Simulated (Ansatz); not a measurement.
We consider CaC₂ (within 0.1 Å of Immm, No. 71, 6 atoms in the cell; start mp-642822), described by PBEsol in Ansatz (PAW).

Numerical settings: plane-wave cutoff 500 eV, 12×12×6 k mesh (along the axes of the cell as run), gaussian smearing 0.02 eV, scalar-relativistic PAW data made under PBE.

Cell (relaxed at this level):

```cif
data_C4Ca2
_chemical_formula_sum 'Ca2 C4'
_space_group_name_H-M_alt 'P 1'
_space_group_IT_number 1
_cell_length_a 3.73370
_cell_length_b 4.03302
_cell_length_c 7.15143
_cell_angle_alpha 85.798
_cell_angle_beta 89.974
_cell_angle_gamma 62.452
loop_
_space_group_symop_operation_xyz
  'x, y, z'
loop_
_atom_site_label
_atom_site_type_symbol
_atom_site_fract_x
_atom_site_fract_y
_atom_site_fract_z
_atom_site_occupancy
Ca1 Ca 0.24995 0.00000 0.75000 1
Ca2 Ca 0.75005 0.00000 0.25000 1
C1 C 0.06525 0.37037 0.06483 1
C2 C 0.93475 0.62963 0.93517 1
C3 C 0.43492 0.62963 0.43516 1
C4 C 0.56508 0.37037 0.56484 1
```

Q: Give the computed band gap.

A: 
band gap: 2.16 eV (on the SCF k mesh)

Cost on a shared machine: very roughly 9 core-minutes.

A start named mp-… is a Materials Project structure, which need not be a measured phase.

Ansatz is a program for electronic structure.
